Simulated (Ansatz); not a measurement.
The parent structure is B₂O₃ (space group Cmc2_1, No. 36; a = 7.826 Å, b = 4.624 Å, c = 4.134 Å; a cell from a computed database, its experimental status unchecked).

All numbers come from Kohn–Sham DFT with the PBEsol functional, run in Ansatz (a program for electronic structure) with PAW and 420 eV plane waves, no SOC.

For the base:

| Item | Value |
|---|---|
| Gap character | indirect, k = (0.125, -0.125, 3/8) in the run's primitive reciprocal basis → Γ |
| Band gap | 8.42 eV |
| Shortest interatomic distance | 2.609 bohr |
| Width of the top valence band | 0.56 eV |

It is then changed as follows: Se takes the place of O on all its sites; the structure is relaxed again.

Question: Predict the new gap character.

Answer: The gap character becomes direct at Γ (base: indirect, k = (0.125, -0.125, 3/8) in the run's primitive reciprocal basis → Γ).

Question: What happens to the valence-band top at Γ?

Answer: The valence-band top at Γ (three highest levels, from the VBM) amounts to 0.00, -0.23, -0.33 eV.

Question: What does the calculation give for the band gap after the change?

Answer: The band gap shrinks by 6.82 eV (8.42 eV → 1.60 eV).

Question: How does this affect the shortest interatomic distance?

Answer: The shortest interatomic distance grows by 1.2025 bohr to 3.812 bohr.

Question: How does this affect the width of the top valence band?

Answer: The width of the top valence band grows by 0.90 eV (0.56 eV → 1.46 eV).

No phonon test of stability was made. As relaxed here, B2Se3 is a hypothetical phase, not in the database extracts checked.
